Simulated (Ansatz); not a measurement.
# CdSe under a change: uniaxial strain ε_zz = −2.50 %

Base system: CdSe in the zinc blende structure (space group F-43m, No. 216; a = 6.1332 Å). Axes: x, y, z lie along the cube axes.

The change: uniaxial strain ε_zz = −2.50 %, all other strain components held at zero; the atoms relax in the strained cell.

Computed with plane-wave PAW DFT at the r2SCAN level (Ansatz, a quantum-chemistry and plane-wave program, 500 eV), no spin-orbit coupling. k-mesh 9×9×9 (Γ-centred); smearing 0.05 eV (Fermi–Dirac).

| quantity | base | changed | shift |
|---|---|---|---|
| volume per atom | 28.84 Å³ | 28.12 Å³ | -0.72 Å³ |
| space group | F-43m (No. 216) | I-4m2 (No. 119) | – |
| shortest interatomic distance | 5.019 bohr | 4.977 bohr | -0.0415 bohr |
| energy relative to the base (free energy F) | 0 meV/atom | +3.6 meV/atom | +3.6 meV/atom |
| pressure (mean of the normal stresses, compression positive) | 0.1 kbar | 13.8 kbar | +13.7 kbar |
| band gap | 1.04 eV | 1.04 eV | 0.00 eV |
| gap character | direct at Γ | direct at Γ | – |
| electron mass | 0.093 mₑ (at Γ) | 0.096 mₑ (at Γ) | – |
| valence-band top at Γ (three highest levels, from the VBM) | 0.00, 0.00, 0.00 eV | 0.00, -0.08, -0.08 eV | – |
| stress (xx, yy, zz, yz, xz, xy; compression positive) | – | (1.25, 1.25, 1.62, 0.00, 0.00, 0.00) GPa | – |

Final structure:

```
CdSe
1.0
    0.00000     3.06658     2.98992
    3.06658     0.00000     2.98992
    3.06658     3.06658     0.00000
Cd Se
1 1
Direct
  0.00000   0.00000   0.00000
  0.25000   0.25000   0.25000
```

Cost of the whole job for the changed cell (relaxation, final SCF and bands): around 25 core-seconds (rough).

Effective masses come from finite differences of ±0.01 Å⁻¹. Stability against distortions was not tested. k-point labels follow each cell's own Brillouin zone.
